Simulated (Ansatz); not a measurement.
## Several settings converged on Fe2Ge (P6mm, 3 atoms in the cell)

```
CELL_PARAMETERS angstrom
      4.17612     0.00000     0.00000
     -2.08806     3.61663     0.00000
      0.00000     0.00000     2.63435
ATOMIC_POSITIONS crystal
  Fe 0.66667 0.33333 0.50000
  Fe 0.33333 0.66667 0.50000
  Ge 0.00000 0.00000 0.01898
```
Moments meant for the start (each program seeds them in its own way; μB, in the order of the atoms Fe Fe Ge): 4.0 4.0 0.0.

Base method: PBEsol, default PAW files made with PBE (plane waves; Ansatz, a quantum-chemistry and plane-wave program).

Base settings: basis.ecutwfc = 30.9 Ry; kpoints.mp_grid.grid = 9 9 12; hamiltonian.xc = pbesol; hamiltonian.pseudopotentials = {kind: paw} (the program's default PAW files); magnetization.spin_polarized = true; scf.occupations.method = fermi_dirac; scf.occupations.width = 0.0073 Ry.

The count of work is k-points × plane waves × bands × iterations; it is no time. Core times come from one kind of shared machine, to one figure; runs under 30 s give none.

**The k-point mesh**

Only quantities that move along the ladder and can be compared are tabulated.

```tsv
kpoints.mp_grid.grid	free energy less the last step's (meV/atom)	pressure (GPa)	largest difference of a force vector from the last step's (eV/Å)	net moment (μB/atom)	count of work / last
2 2 2	-279.48	-7.90	0.054	1.746	0.017
2 2 3	70.57	-10.34	0.032	1.583	0.023
3 3 3	55.27	-8.82	0.002	1.644	0.037
4 4 5	-5.18	-7.62	0.002	1.682	0.057
5 5 7	-3.85	-8.91	0.002	1.640	0.095
7 7 9	0.39	-9.01	0.001	1.642	0.19
9 9 12	0.47	-8.80	0.000	1.647	0.40
13 13 18	0.00	-8.55	0.000	1.658	1.0
```

Coarsest kpoints.mp_grid.grid that holds the forces within 0.01 eV/Å of the last step, with all finer ones: 3 3 3, at 0.037 of the last step's count of work; the step before is off by 0.032 eV/Å.

Coarsest kpoints.mp_grid.grid that holds the net moment within 0.05 μB/atom of the last step, with all finer ones: 3 3 3, at 0.037 of the last step's count of work; the step before is off by 0.075 μB/atom.

Coarsest kpoints.mp_grid.grid that holds the pressure within 1 GPa of the last step, with all finer ones: 3 3 3, at 0.037 of the last step's count of work; the step before is off by 1.8 GPa.

**The k-point mesh at a smearing width of 0.05 eV**

In this ladder: scf.occupations.width = 0.0037 Ry.

The second cell is the first with its lattice scaled by 0.98.

Only quantities that move along the ladder and can be compared are tabulated.

```tsv
kpoints.mp_grid.grid	free energy less the last step's (meV/atom)	energy of the compressed cell less the first (meV/atom)	pressure (GPa)	net moment (μB/atom)	count of work / last	core time / last (rough)
3 3 4	14.35	-35.09	-9.71	1.599	0.021	–
5 5 6	4.42	-34.13	-10.26	1.597	0.050	–
7 7 9	-0.21	-25.97	-8.95	1.654	0.083	–
10 10 14	0.92	-25.35	-8.15	1.679	0.23	0.3
12 12 16	-0.05	-24.12	-8.10	1.684	0.36	0.3
18 18 24	0.00	-24.45	-8.24	1.679	1.0	1
```

Coarsest kpoints.mp_grid.grid that holds the free energy within 0.5 meV/atom of the last step, with all finer ones: 12 12 16, at 0.36 of the last step's count of work and about 0.3 of the last step's time; the step before is off by 0.92 meV/atom.

Coarsest kpoints.mp_grid.grid that holds the pressure within 1 GPa of the last step, with all finer ones: 7 7 9, at 0.083 of the last step's count of work; the step before is off by 2.0 GPa.

Coarsest kpoints.mp_grid.grid that holds the net moment within 0.05 μB/atom of the last step, with all finer ones: 7 7 9, at 0.083 of the last step's count of work; the step before is off by 0.082 μB/atom.

**The width of Gaussian smearing**

In this ladder: kpoints.mp_grid.grid = 15 15 20; scf.occupations.method = gaussian.

Narrow widths need finer meshes than wide ones, so the last steps can hold mesh noise.

Only quantities that move along the ladder and can be compared are tabulated; pressure and forces are left out, as mesh noise rules them at narrow widths.

The magnetic state is not the same in all runs (site moments differ, or a search went on to a lower state), so steps between rows are not convergence errors alone.

```csv
scf.occupations.width,free energy less the last step's (meV/atom),energy extrapolated to zero width less the last step's (meV/atom),net moment (μB/atom),core time / last (rough)
0.0735 Ry,-266.63,37.52,1.185,1
0.0367 Ry,-56.49,4.58,1.563,0.7
0.022 Ry,-17.68,0.77,1.648,0.6
0.0073 Ry,0.00,0.00,1.677,1
```

Widest scf.occupations.width that holds the free energy within 5 meV/atom: not settled: the last two steps still differ by 18 meV/atom, over half the tolerance, so the ladder does not show it.

Widest scf.occupations.width that holds the energy extrapolated to zero width within 2 meV/atom of the last step, with all finer ones: 0.022 Ry; the step before is off by 4.6 meV/atom.

Widest scf.occupations.width that holds the net moment within 0.05 μB/atom: not settled: the last two steps still differ by 0.029 μB/atom, over half the tolerance, so the ladder does not show it.

On the base run: the starting cell comes from a database of computed structures (which also holds hypothetical and non-ambient phases and stackings), without a prior relaxation at this level. Its lattice was rescaled by up to half a per cent. One atom was moved a little off its site on purpose. The magnetic order is the one reached from the typed start; others were not searched systematically. In the base run, with a pressure of about -9 GPa the cell is away from its equilibrium volume at this level. Ansatz's pressure includes its estimate of the finite-basis (Pulay) stress.

Left out of this page: 2 runs of the series outside the window shown, repeating another row's setting, or not comparable.

Keys are those of Ansatz 0.2.
